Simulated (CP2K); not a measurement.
Band structure of GaN (F-43m, 2 atoms in the cell).

```xyz
2
Lattice="3.2554 0.0000 0.0000 1.6277 2.8193 0.0000 1.6277 0.9398 2.6581" Properties=species:S:1:pos:R:3 pbc="T T T"
Ga     0.0000     0.0000     0.0000
N      4.8832     2.8193     1.9935
```

Computed with PBE, GPW, DZVP-MOLOPT-SR-GTH basis, GTH-PBE potentials (GTH_POTENTIALS) run with CP2K.

Settings: CUTOFF = 600 Ry; REL_CUTOFF = 50 Ry; KPOINTS/SCHEME = MONKHORST-PACK 6 6 6; GAMMA_CENTERED = T; XC_FUNCTIONAL = PBE; Ga/BASIS_SET = DZVP-MOLOPT-SR-GTH-q13; Ga/POTENTIAL = GTH-PBE-q13; N/BASIS_SET = DZVP-MOLOPT-SR-GTH-q5; N/POTENTIAL = GTH-PBE-q5; METHOD = GPW; EPS_DEFAULT = 1e-11; EXTRAPOLATION = USE_GUESS; NGRIDS = 5; SCF_GUESS = ATOMIC.

The starting cell comes from a database of computed structures (which also holds hypothetical and non-ambient phases and stackings), without a prior relaxation at this level. Its lattice was rescaled by a random factor within 2.5 % of one. Values carry the incompleteness of an atom-centred basis.

### Question
Predict the gap along the standard path and the places of the band edges.

### Answer
The gap along the path is 1.29 eV, direct at Γ to within 0.01 eV.

Levels in eV from the top of the valence band on the SCF mesh, bands 6 to 10:
```
point       6      7      8      9    10
-----  ------  -----  -----  -----  ----
Γ      -13.31   0.00   0.00   0.00  1.29
X      -11.56  -5.93  -2.54  -2.54  3.38
W      -11.33  -5.53  -3.46  -3.39  6.19
K      -11.44  -5.68  -3.98  -2.04  4.97
L      -12.01  -6.70  -0.92  -0.92  4.17
U      -11.44  -5.68  -3.98  -2.04  4.97
```

Higher empty bands are left out: an atom-centred basis made for the valence describes them poorly.
